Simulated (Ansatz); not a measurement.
Consider MgO in the rock salt structure (space group Fm-3m, No. 225; a = 4.214 Å). Axes: x, y, z lie along the cube axes.

Method: PBEsol (Ansatz, a first-principles code, PAW, spin-orbit coupling left out).

Strains are applied to the cell and any free atomic positions relax.

One change was made to it. Results:

The gap character stays direct at Γ; the energy rises by 6.8 meV/atom; the band gap drops by 0.17 eV to 4.45 eV; the valence-band top at Γ (three highest levels, from the VBM) changes from 0.00, 0.00, 0.00 eV to 0.00, -0.16, -0.30 eV.

Q: Which of these changes matches the shifts?
(A) tensor shear ε_xy = +1.71 %
(B) tensor shear ε_xy = +1.14 %
(C) tensor shear ε_xy = +0.57 %
(D) tensor shear ε_xy = +2.00 %

A: D, tensor shear ε_xy = +2.00 %. For comparison, the energy relative to the base in the other runs: tensor shear ε_xy = +1.71 % gives +4.9 meV/atom; tensor shear ε_xy = +1.14 % gives +2.2 meV/atom; tensor shear ε_xy = +0.57 % gives +0.6 meV/atom.

No phonon test of stability was made. Labels are those of the standard path for the cell's own space group.
